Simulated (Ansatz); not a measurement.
# SiC: transverse stress against strain

SiC (4H polytype, P6_3mc, 10.335 Å³/atom and stress up to 0.01 GPa in the relaxed cell, c along z) under a strain ε along c (axis z), the other axes held. PBEsol in Ansatz, a plane-wave DFT program (PAW, default set), 420 eV, 12×12×4 Γ-centred mesh, Fermi-Dirac smearing 0.05 eV; ions are relaxed, or left where forces stay under 0.02 eV/Å, within the symmetry of each cell. Stress is positive for a compressed cell.

Here s stands for strain and y for stress xx.

| strain (%) | stress xx (GPa) |
|---|---|
| -1.50 | 0.95 |
| -0.75 | 0.45 |
| 0.00 | -0.01 |
| 0.75 | -0.43 |
| 1.50 | -0.80 |
| 3.00 | ? |

Question: Fit y against s with a straight line, and predict the withheld value at s = 3.00.

Answer: Means: s 0, y 0.032. About the means, the sum of products is -3.2850 and the sum of squares of s is 5.6250; the slope is their ratio. Least squares gives y = 0.032 - 0.5840·s. Residuals (row less fit): 0.042, -0.020, -0.042, -0.024, 0.044; standard error 0.046 (degrees of freedom: 3). The slope gives the elastic constant C13 = 58 ± 2 GPa (± standard error of the fit, which holds the terms cut off). At the withheld row, y = 0.032 - 0.5840 × 3.00 = -1.720 GPa. The calculation gives -1.45 GPa, 0.270 GPa above the prediction (11.2 % of the range of y in the table). The row lies outside the fitted rows, so this is an extrapolation. From the scatter of the fitted rows alone, a prediction at this place has a standard error of 0.078 GPa, so the miss is 3.5 times that.

A polynomial of degree 2 through the 8 other runs of the series gives -1.43 there, so most of the miss is curvature that the fit leaves out. The start is a measured cell from the literature; how it stands against other phases or cation orders wasn't checked. Rows are the converged runs of the series near zero and its far end; series whose fitted rows scatter by over a few per cent of the range, as at a crossing or softening among them, aren't shown in this form, nor equations of state whose B0' disagrees with the runs' pressures. Most that stay on the fit to the last digits aren't either.
